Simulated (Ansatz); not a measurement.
Abridged Ansatz (an electronic-structure program) output:

```
Relaxation: its limit of steps is 50 (relax.max_steps)
Pseudopotential: Pt, paw, valence charge 18
Crystal: 1 atoms, lattice volume = 14.746 Å³
Basis set: ecut = 420 eV, 283 PW (Γ), exchange–correlation on 40×40×40 points (8 copies of the dense FFT grid, shifted against one another)
Bands: 13, of which v1, the nominal top of the filled ones, is band 9 counted from 1 (8 counted from 0)
Symmetry: 48 space group operations
k-points: 624 of 21952
Functional: x = pbe(κ = 0.804, μ = 0.2195149727645171), c = pbe(β = 0.06672455060314922)
SCF iter   1: F=—  HF=-12522.997424 eV  |F-HF|=—  |Δ(HF+E_count)|=         —  Δρ=2.80e-3  dr2=1.56e-4  ethr=1.77e-3  ⟨swp⟩=5.0  Hψ=44845  notcnv=0
SCF iter   2: F=—  HF=-12522.997696 eV  |F-HF|=—  |Δ(HF+E_count)|=   2.73e-4  Δρ=1.58e-3  dr2=5.64e-5  ethr=8.65e-7  ⟨swp⟩=2.4  Hψ=18526  notcnv=0
SCF 1 converged in 7 iterations: F = -12522.997885 eV  dr2 = 4.67e-11
relax step   1: F+E_penalty+E_count = -12522.99788452 eV  Δ(F+E_penalty+E_count) = +0.000e0 eV  max|allowed force component| = 0.000e0 eV/Å  Δτ_max = 0.0000 Å  (7 SCF iters, accepted)
SCF converged after 7 iterations
Free energy (F): -12522.997885 eV
Internal energy: -12522.944903 eV  (E = F + TS)
E sigma→0 (E₀):  -12522.971394 eV
Entropy (-TS):   -0.052981 eV (-52.981 meV/atom)
Fermi energy:    24.121138 eV
--- Forces (eV/Å), atoms counted from 1 ---
  atom   1  Pt    -0.00000000     0.00000000     0.00000000
--- Stress (GPa, compression-positive) ---
       17.597837       0.000000       0.000000
       -0.000000      17.597837      -0.000000
       -0.000000       0.000000      17.597837
  P = ⅓ Tr σ = 17.5978 GPa (175.978 kbar)
--- Relaxed structure (1 steps of the walk, 1 accepted, 0 SCFs on fresh bases) ---
  atoms:
    - { symbol: Pt, position: [0.0, 0.0, 0.0] }
```

Task: What was computed, and what are the main results?

Result: Pt, 1 atom in the cell, with DFT with PBE, PAW potentials and a 420 eV plane-wave cutoff in Ansatz, no SOC. The last SCF converged to F = -12522.997885 eV, or -12522.9979 eV per atom, at a pressure of 17.60 GPa. The total energy compares only with runs of the same code, potentials and settings.

The cells carry an imposed strain or load. Whether these cells are dynamically stable was not tested. All final runs are without spin polarisation. The cell was made from Pt in the fcc (Cu type) structure (space group Fm-3m, No. 225) by this change: isotropic strain −2.00 %.

Keys are those of Ansatz 0.2.
